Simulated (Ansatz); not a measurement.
The starting structures come from a database of crystals and need not be the phases stable at ambient conditions.

By PBEsol, the system below comes out a metal.

The ballistic (Sharvin) conductance counts the channels at the Fermi level: G/A = (e²/h) × channels of both spins per area.

Consider the following.

```yaml
crystal:
  lattice:
    - [4.95871, 0.00000, 0.00000]
    - [1.76222, 4.63501, 0.00000]
    - [1.59824, -2.31751, 2.81518]
  atoms:
    - { symbol: Cu, position: [0.00000, 0.00000, 0.00000] }
    - { symbol: Au, position: [0.25000, 0.25000, 0.50000] }
    - { symbol: Au, position: [0.75000, 0.75000, 0.50000] }
    - { symbol: Au, position: [0.50000, 0.50000, 0.00000] }
```

Space group of this cell: I4/mmm. The cell is taken as given; by PBEsol its mean pressure is -4.5 GPa.

The current flows along the normal of the first two printed cell vectors, the (110) plane of the conventional cell. No spin-orbit coupling; the value is a mean over 0.1 eV about the Fermi level.

**Question.** State the ballistic conductance per area according to PBEsol run with Ansatz (an electronic-structure program).

**Answer.** 0.74 × 10¹⁵ S/m² for both spins.
